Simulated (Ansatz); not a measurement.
**Hypothetical Pm-3n InP: pressure series**

Base system: InP (space group Pm-3n, No. 223; a = 7.241 Å; a hypothetical phase, not in the database extracts checked).

Cell and atoms are relaxed at each pressure.

Calculations: PBEsol (Ansatz, an electronic-structure program, PAW, spin-orbit coupling left out).

Candidates:
(a) pressure 0.7 GPa
(b) pressure 1.5 GPa
(c) pressure 3 GPa
(d) pressure 7.5 GPa
(e) pressure 5 GPa

Base values:

```
Item       Result
--------  -------
Band gap  0.65 eV
```

Task: Order them by band gap, highest first.

Result: (d) pressure 7.5 GPa (1.14 eV), (e) pressure 5 GPa (1.08 eV), (c) pressure 3 GPa (0.93 eV), (b) pressure 1.5 GPa (0.80 eV), (a) pressure 0.7 GPa (0.72 eV)

Load acts through the strain it causes; cell and atoms are relaxed under it. Stability against distortions was not tested. No other phases were tried under pressure.
